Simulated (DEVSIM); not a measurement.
Structure: Pd/AlN/n-Si capacitor, at 300 K.

```
layer (left to right)  material  thickness (nm)  Nd (cm⁻³)
---------------------  --------  --------------  ---------
1                           AlN            25.0          -
2                            Si            3600     2.6e16
```

Metal gate on the left, work function 5.2 eV. Fixed charge at the semiconductor interface 0 cm⁻² (in units of +e); no interface traps.

Constants are typed, rounded textbook-type inputs, not results; the design itself was drawn at random and stands for no fabricated device. Values at 300 K.

```
parameter      AlN       Si
-------------  ---  -------
gap (eV)       6.1    1.124
affinity (eV)  1.9     4.05
permittivity   8.5     11.7
Nc (cm⁻³)        -  2.86e19
Nv (cm⁻³)        -   3.1e19
```

DEVSIM, 1D Poisson equation in equilibrium, Boltzmann statistics, complete ionisation; no quantum confinement or tunnelling. Metal contacts follow the ideal Schottky-Mott rule: no Fermi-level pinning, no interface dipoles.

The interface trap density was swept, all else fixed.

```csv
interface trap density (cm^-2 eV^-1),minimum of the low-frequency capacitance (μF/cm²),threshold voltage (band bending 2φF) (V),flat-band voltage (V)
0,0.0502,-0.06,0.97
1e10,0.0513,-0.06,0.97
1e11,0.0611,-0.09,0.98
3e11,0.0794,-0.16,0.99
1e12,0.127,-0.38,1.05
2e12,0.168,-0.70,1.14
```

From the first row to the last the minimum of the low-frequency capacitance goes from 0.0502 to 0.168. From the first row to the last the threshold voltage (band bending 2φF) goes from -0.06 to -0.70.
